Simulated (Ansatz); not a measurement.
# A computed series for hypothetical diamond V: pressure series

Consider V in the diamond structure (space group Fd-3m, No. 227; a = 5.3624 Å; ferromagnetic; a hypothetical phase, not in the database extracts checked).

Cell and atoms are relaxed at each pressure.

Computed with PBEsol/PAW in Ansatz (a program for electronic structure), spin-orbit coupling left out.

Q: Only one of these ends up non-magnetic. Which?
A. pressure −1 GPa
B. pressure 7.5 GPa
C. pressure 0.7 GPa
D. pressure 3 GPa

A: B, pressure 7.5 GPa. Computed: pressure −1 GPa: ferromagnetic; pressure 0.7 GPa: ferromagnetic; pressure 7.5 GPa: non-magnetic; pressure 3 GPa: ferromagnetic

The magnetic state is the one reached from the starting moments; the real material's order can differ, and small cells can't hold many antiferromagnetic ones. Load acts through the strain it causes; cell and atoms are relaxed under it. No phonon test of stability was made. No other phases were tried under pressure. Starting moments died away, wholly or in part, for pressure 7.5 GPa; another magnetic solution may exist.
